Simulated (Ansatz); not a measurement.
Start from BAs in the zinc blende structure (space group F-43m, No. 216; a = 4.809 Å).

The values are results of plane-wave PAW DFT at the PBE level (Ansatz, a quantum-chemistry and plane-wave program, 420 eV), spin-orbit coupling left out, earlier PAW set, not measurements.

Before the change:

```
Property                                Value
-------------  ------------------------------
Band gap                              1.21 eV
Density                            5.12 g/cm³
Gap character  indirect, Γ → Γ–X (82 % along)
```

Perturbation: Ga takes the place of B on all its sites; the structure is relaxed again.

Tabulated Pauling electronegativity and covalent radius: B 2.04, 0.84 Å; Ga 1.81, 1.22 Å.

Q: What does the calculation give for the band gap, density and gap character after the change?

A: The band gap falls by 1.05 eV, from 1.21 eV to 0.16 eV; the density falls by 0.055 g/cm³, from 5.12 g/cm³ to 5.06 g/cm³; the gap character goes from indirect, Γ → Γ–X (82 % along) to direct at Γ.

No phonon test of stability was made. The zero or small gap of GaAs can change with the level of theory.
